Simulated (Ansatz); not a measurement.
**Rb3AsF6 (space group Fm-3m, No. 225; a cell from a computed database, its experimental status unchecked)**

```
CELL_PARAMETERS angstrom
      0.00000     4.65817     4.65817
      4.65817     0.00000     4.65817
      4.65817     4.65817     0.00000
ATOMIC_POSITIONS crystal
  Rb 0.75000 0.75000 0.75000
  Rb 0.25000 0.25000 0.25000
  Rb 0.50000 0.50000 0.50000
  As 0.00000 0.00000 0.00000
  F  0.78025 0.21975 0.21975
  F  0.21975 0.78025 0.78025
  F  0.21975 0.78025 0.21975
  F  0.78025 0.21975 0.78025
  F  0.21975 0.21975 0.78025
  F  0.78025 0.78025 0.21975
```

Computed with Kohn–Sham DFT with the r2SCAN functional, run in Ansatz (a program for electronic structure) with PAW and 500 eV plane waves, no SOC. Γ-centred 6×6×6 mesh, Fermi–Dirac width 0.05 eV.

Volume per atom: 20.22 Å³
Density: 3.66 g/cm³
Band gap: 4.59 eV, indirect, L → Γ
Electron mass: 2.2 mₑ
Lowest conduction-band minima above the VBM: Γ 4.59 eV
Total energy: -1956.589 eV/atom (σ→0; compares only within this code and set-up)

Effective masses come from finite differences of ±0.01 Å⁻¹. No phonon test of stability was made.
